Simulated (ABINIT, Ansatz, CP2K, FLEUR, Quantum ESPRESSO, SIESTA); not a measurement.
One structure in several programs: LuGa₅Co (P4/mmm, 7 atoms in the cell)

Self-consistent single point, at a second geometry (lattice scaled by 0.98). First geometry:

```
CELL_PARAMETERS angstrom
      4.20530     0.00000     0.00000
      0.00000     4.20530     0.00000
      0.00000     0.00000     6.75100
ATOMIC_POSITIONS crystal
  Lu 0.00000 0.00000 0.00000
  Ga 0.00000 0.50000 0.30773
  Ga 0.00000 0.50000 0.69227
  Ga 0.50000 0.00000 0.30773
  Ga 0.50000 0.00000 0.69227
  Ga 0.50000 0.50000 0.00000
  Co 0.00000 0.00000 0.50000
```

Shared settings, as Ansatz (an electronic-structure program) writes them: kpoints.mp_grid.grid = 5 5 3; scf.occupations.method = fermi_dirac; scf.occupations.width = 0.0073 Ry. Potentials and cutoffs stand in the table.

```tsv
code	model	ΔF from the first geometry (meV/atom)	pressure (GPa)	largest force (eV/Å)	cutoff
Ansatz	PBEsol, PAW files made with PBE	-15.9	0.34	0.133	30.9 Ry
ABINIT	PBEsol, PAW (JTH v2.0 PBE PAW, files made for PBE)	-14.7	0.56	0.138	30 Ha
SIESTA	GGA PBEsol, numerical atomic orbitals DZP, PseudoDojo PBEsol standard norm-conserving potentials (rewritten from UPF to PSML)	-12.4	1.56	0.278	grid 400 Ry
Quantum ESPRESSO	PBEsol, PseudoDojo standard norm-conserving (PBESOL) pseudopotentials	-15.3	0.47	0.145	100 Ry
FLEUR	PBEsol, all-electron FLAPW (FLEUR), scalar-relativistic valence	-16.2	–	–	Kmax 3.8 1/bohr
CP2K	PBEsol, GPW, DZVP-MOLOPT-SR-GTH basis, GTH-PBE potentials (GTH_POTENTIALS)	-13.4	0.85	0.295	grid 600 Ry
```

A dash marks a value that a program does not give, or that is left out as unsure.

On Ansatz's run: spin-orbit coupling is off. Spin polarisation is off.

The spread over the programs that give each value: ΔF from the first geometry within 3.8 meV/atom; pressure within 1.22 GPa; largest force within 0.162 eV/Å.

SIESTA and CP2K use small atom-centred bases, whose incompleteness enters pressures, forces and empty levels differently from a plane-wave cutoff. FLEUR treats all electrons, but the usual bases taken here (sphere radii, linearisation, local orbitals, empty states) were not tested for convergence, so the values are no reference for the others. Ansatz's pressure is given at a fixed set of plane waves, as the other plane-wave codes print theirs; with its correction for the finite basis it is 0.40 GPa. In the pressure, SIESTA (by 1.08) lies more than 1 GPa from the median of the plane-wave programs. In the force vectors, SIESTA (by 0.140) and CP2K (by 0.156) lie more than 0.08 eV/Å from the median of the plane-wave programs.

The starting cell comes from a database of computed structures (which also holds hypothetical and non-ambient phases and stackings), without a prior relaxation at this level. For this run, on top of that: lattice scaled by 0.98.

Keys are those of Ansatz 0.2.
